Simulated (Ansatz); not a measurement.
We consider fluorite PtAl2, described by PBE0-D3(BJ) (Ansatz, a quantum-chemistry and plane-wave program, plane waves, PAW).

Numerical settings: plane-wave cutoff 460 eV, 8×8×8 k mesh, Fermi–Dirac smearing 0.05 eV, scalar-relativistic PAW data made under PBE.

Results at a series of volumes:

```tsv
V (Å³/atom)	E − E_lowest (meV/atom)	P (GPa)
15.719	24.73	9.41
16.133	6.66	4.69
16.547	0.00	0.56
16.960	3.33	-3.06
17.170	8.43	-4.72
17.374	15.40	-6.22
```

**Question.** Estimate the bulk modulus from the pressures at 16.133 and 16.960 Å³/atom, and compare it with a fit to all energies.

**Answer.** B = −V dP/dV. Between V = 16.133 and 16.960 Å³/atom, dP/dV = (-3.06 − (4.69))/(16.960 − 16.133) = -9.37 GPa per Å³/atom; at the midpoint 16.547 Å³/atom this gives B ≈ 155 GPa. The third-order Birch–Murnaghan fit gives V0 = 16.607 Å³/atom, B0 = 152 GPa, B′ = 4.3, which lies 2 % below that estimate.

Spin–orbit coupling is not included.

It cost roughly 9 core-minutes of CPU time.
